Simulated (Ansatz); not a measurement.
Functionals compared on a constructed model of the (110) surface of bcc Mo, a pseudomorphic layer of Pd in the host's stacking (bottom of the slab: a bare face, its two planes held), in Ansatz (plane waves, PAW). The structure was relaxed with PBE; the other rows are single points on it. Cutoff 420 eV (500 eV for r2SCAN).

Model: 7-atom slab, 13.8 Å thick at the start with caps and adatoms (thin: gaps and levels are the slab's own), 14x14x1 mesh, Fermi-Dirac 0.1 eV, dipole correction, 2 atoms held, the rest relaxed; start symmetry kept, larger cells not searched; no spin, no spin-orbit, no U. It is one candidate, not shown to be the stable structure of the face. These notes are the PBE run's.

| functional | work function of the top face (eV) | rough cost of the single point |
|---|---|---|
| PBE | 4.57 | – |
| RPBE | 4.38 | very roughly 30 core-seconds |
| r2SCAN | 4.49 | roughly 70 core-seconds |

Ansatz is an electronic-structure program.
